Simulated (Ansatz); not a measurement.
**A constructed model of the (0001) surface of 4H silicon carbide, Si-terminated, (√3x√3)R30° Au adatom at T4 (bottom of the slab: 3 H on 3 bottom sites)**

These are PBE (plane waves to 420 eV, PAW; Ansatz, an electronic-structure program) values and carry that method's errors.

Model: 28-atom slab, 11.2 Å thick at the start with caps and adatoms (thin: gaps and levels are the slab's own), 6x6x1 mesh, Fermi-Dirac 0.025 eV, dipole correction, 6 atoms held, the rest relaxed; held to the start's symmetry, so lower structures may exist; no spin (no spin-polarised run to compare, though such a face may carry moments), no spin-orbit, no U. The slab shows no gap on its mesh. In PBE it lies 0.04 eV a 1x1 cell over the lowest computed structure of the same composition ((√3x√3)R30° Au adatom at H3).

The work function of the top face comes out as 4.52 eV. The energy released by relaxation is 0.47 eV. The cost is very roughly 90 core-seconds.
